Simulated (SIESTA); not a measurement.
# Worked example: self-consistent single point of I (Cmce, 4 atoms in the cell) in SIESTA

Level of theory: GGA PBE, numerical atomic orbitals TZP, PseudoDojo PBE standard norm-conserving potentials (rewritten from UPF to PSML) in SIESTA.

The input file:

```
# files in the folder: I.psml (PseudoDojo PBE standard)
SystemName  I
SystemLabel I

NumberOfAtoms                4
NumberOfSpecies              1
%block ChemicalSpeciesLabel
  1 53 I
%endblock ChemicalSpeciesLabel
LatticeConstant              1.0 Bohr
%block LatticeVectors
     4.539471751   -6.889761926   -0.000000000
     4.539471751    6.889761926    0.000000000
     0.000000000    0.000000000   18.555920016
%endblock LatticeVectors
AtomicCoordinatesFormat      Ang
%block AtomicCoordinatesAndAtomicSpecies
     4.064497020    0.000000000    8.670503710  1
     3.142057980   -0.000000000    3.760818710  1
     1.662312020    0.000000000    6.058551290  1
     0.739872980    0.000000000    1.148866290  1
%endblock AtomicCoordinatesAndAtomicSpecies

XC.functional                GGA
XC.authors                   PBE
PAO.BasisSize                TZP
PAO.EnergyShift              0.01 Ry
MeshCutoff                   350 Ry
%block kgrid.MonkhorstPack
    6   0   0  0.0
    0   6   0  0.0
    0   0   3  0.0
%endblock kgrid.MonkhorstPack
OccupationFunction           FD
ElectronicTemperature        20.0 meV

MaxSCFIterations             150
SCF.Mixer.Method             Broyden
SCF.Mixer.Weight             0.1
SCF.Mixer.History            8
SCF.DM.Tolerance             1.0E-05
Diag.ParallelOverK           true
WriteForces                  true
Charge.Mulliken              end
```

Output (repeated stretches shortened):

```
reinit: Reading from file input.fdf

reinit: System Name: I
reinit: System Label: I

coor:   Atomic-coordinates input format  =     Cartesian coordinates
coor:                                          (in Angstroms)

siesta: Atomic coordinates (Bohr) and species
siesta:      7.68079   0.00000  16.38488  1        1
siesta:      5.93763  -0.00000   7.10692  1        2
siesta:      3.14131   0.00000  11.44900  1        3
siesta:      1.39816   0.00000   2.17104  1        4

siesta: System type = bulk

initatomlists: Number of atoms, orbitals, and projectors:      4    68   128

siesta: ******************** Simulation parameters ****************************
redata: Spin configuration                          = none
redata: Time-Reversal Symmetry                      = T
redata: Number of Atomic Species                    =        1
redata: Mesh Cutoff                                 =   350.0000 Ry
redata: Net charge of the system                    =     0.0000 |e|
redata: Min. number of SCF Iter                     =        0
redata: Max. number of SCF Iter                     =      150
redata: SCF convergence failure will abort job
redata: SCF mix quantity                            = Hamiltonian
redata: Mix DM or H after convergence               =   F
redata: Recompute H after scf cycle                 =   F
redata: Mix DM in first SCF step                    =   T
redata: No kicks to SCF
redata: DM Mixing Weight for Kicks                  =     0.5000
redata: Require Harris convergence for SCF          =   F
redata: Harris energy tolerance for SCF             =     0.000100 eV
redata: Require DM convergence for SCF              =   T
redata: DM tolerance for SCF                        =     0.000010
redata: Require EDM convergence for SCF             =   F
redata: EDM tolerance for SCF                       =     0.001000 eV
redata: Require H convergence for SCF               =   T
   [... lines left out ...]
diag: Parallel distribution                         =     1 x     1
diag: Used triangular part                          = Lower
diag: Absolute tolerance                            =  0.100E-15
diag: Orthogonalization factor                      =  0.100E-05
diag: Memory factor                                 =  1.0000

superc: Internal auxiliary supercell:     5 x     5 x     3  =      75
superc: Number of atoms, orbitals, and projectors:    300   5100   9600

                        Single-point calculation

superc: Internal auxiliary supercell:     5 x     5 x     3  =      75
superc: Number of atoms, orbitals, and projectors:    300   5100   9600

outcell: Unit cell vectors (Ang):
        2.402185   -3.645905   -0.000000
        2.402185    3.645905    0.000000
        0.000000    0.000000    9.819370

outcell: Cell vector modules (Ang)   :    4.366133    4.366133    9.819370
outcell: Cell angles (23,13,12) (deg):     90.0000     90.0000    113.2405
outcell: Cell volume (Ang**3)        :    171.9988
new_DM -- step:     1
Initializing Density Matrix...

Attempting to read DM from file... Failed...
DM filled with atomic data:

InitMesh: MESH = 48 x 48 x 120 = 276480
InitMesh: Mesh cutoff (required, used) =   350.000   395.635 Ry

stepf: Fermi-Dirac step function
        iscf     Eharris(eV)        E_KS(eV)     FreeEng(eV)     dDmax    Ef(eV) dHmax(eV)
   scf:    1    -1403.294716    -1402.475539    -1402.475539  0.606929 -3.399223  1.159608
   scf:    2    -1402.621158    -1402.549690    -1402.549690  0.017620 -3.496579  1.000351
   scf:    3    -1402.832297    -1402.725880    -1402.725880  0.092832 -4.037939  0.133728
   scf:    4    -1402.747162    -1402.738673    -1402.738673  0.012046 -4.093141  0.031140
   scf:    5    -1402.739413    -1402.739076    -1402.739076  0.001824 -4.393861  0.019210
   scf:    6    -1402.739569    -1402.739372    -1402.739372  0.002779 -4.248204  0.005801
   [... 12 lines left out ...]
   scf:   19    -1402.739383    -1402.739383    -1402.739383  0.000015 -4.247910  0.000102
   scf:   20    -1402.739383    -1402.739383    -1402.739383  0.000013 -4.247915  0.000093
   scf:   21    -1402.739383    -1402.739383    -1402.739383  0.000012 -4.247919  0.000085
   scf:   22    -1402.739383    -1402.739383    -1402.739383  0.000011 -4.247923  0.000077
   scf:   23    -1402.739383    -1402.739383    -1402.739383  0.000010 -4.247927  0.000071
SCF Convergence by DM+H criterion
max |DM_out - DM_in|         :     0.0000099511
max |H_out - H_in|      (eV) :     0.0000706018
SCF cycle converged after 23 iterations

Using DM_out to compute the final energy and forces

siesta: E_KS(eV) =            -1402.7394

siesta: E_KS - E_eggbox =     -1402.7394

siesta: Atomic forces (eV/Ang):
     1   -0.413421   -0.000000   -0.866869
     2    0.413421   -0.000000   -0.866869
     3   -0.413421    0.000000    0.866869
     4    0.413421    0.000000    0.866869
   Tot    0.000000   -0.000000    0.000000
   Max    0.866869
   Res    0.554490    sqrt( Sum f_i^2 / 3N )
   Max    0.866869    constrained

Stress tensor Voigt[x,y,z,yz,xz,xy] (kbar):       13.49        9.66        2.08        0.00        0.00       -0.00
(Free)E + p*V (eV/cell)    -1403.6424
Target enthalpy (eV/cell)    -1402.7394

siesta: Program's energy decomposition (eV):
siesta: Ebs     =      -269.746756
siesta: Eions   =      2209.039246
siesta: Ena     =       661.683091
siesta: Ekin    =       348.176573
siesta: Enl     =       212.429050
siesta: Eso     =         0.000000
siesta: Edftu   =         0.000000
siesta: DEna    =        15.527114
siesta: DUscf   =         1.058022
siesta: DUext   =         0.000000
siesta: Ex      =      -389.923549
siesta: Ec      =       -42.650438
siesta: Exc     =      -432.573987
siesta: Eharris =     -1402.739383
siesta: Etot    =     -1402.739383
siesta: FreeEng =     -1402.739383

siesta: Atomic forces (eV/Ang):
siesta:      1   -0.413421   -0.000000   -0.866869
siesta:      2    0.413421   -0.000000   -0.866869
siesta:      3   -0.413421    0.000000    0.866869
siesta:      4    0.413421    0.000000    0.866869
siesta: ----------------------------------------
siesta:    Tot    0.000000   -0.000000    0.000000

siesta: Stress tensor (static) (eV/Ang**3):
siesta:     0.008422   -0.000000   -0.000000
siesta:    -0.000000    0.006031    0.000000
siesta:     0.000000    0.000000    0.001296

siesta: Cell volume =        171.998801 Ang**3

siesta: Pressure (static):
siesta:                Solid            Molecule  Units
siesta:          -0.00005718          0.00005450  Ry/Bohr**3
siesta:          -0.00524995          0.00500430  eV/Ang**3
siesta:          -8.41133959          8.01776882  kBar

mulliken: Atomic and Orbital Populations:

Species: I
Atom  Qatom  Qorb
               5s      5s      5s      5py     5pz     5px     5py     5pz
               5px     5py     5pz     5px     5Pdxy   5Pdyz   5Pdz2   5Pdxz
               5Pdx2-y2
   1  7.000   1.864  -0.067   0.156   1.937   1.153   1.514  -0.163  -0.134
             -0.145   0.184   0.318   0.255   0.014   0.021   0.030   0.048

              0.015
   2  7.000   1.864  -0.067   0.156   1.937   1.153   1.514  -0.163  -0.134
             -0.145   0.184   0.318   0.255   0.014   0.021   0.030   0.048

              0.015
   3  7.000   1.864  -0.067   0.156   1.937   1.153   1.514  -0.163  -0.134
             -0.145   0.184   0.318   0.255   0.014   0.021   0.030   0.048

              0.015
   4  7.000   1.864  -0.067   0.156   1.937   1.153   1.514  -0.163  -0.134
             -0.145   0.184   0.318   0.255   0.014   0.021   0.030   0.048

              0.015

mulliken: Qtot =       28.000

Mulliken Atomic Populations:
Atom #   charge [q] valence [e]  Species
     1    -0.000000    7.000000  I
     2     0.000000    7.000000  I
     3    -0.000000    7.000000  I
     4     0.000000    7.000000  I
 Total     0.000000
```

The run converged in 23 iterations.

The starting cell has typed, rounded lattice constants, without a prior relaxation at this level. Its lattice was rescaled by up to half a per cent. Values carry the incompleteness of an atom-centred basis.

Cost on one core of a shared machine: roughly 40 s.
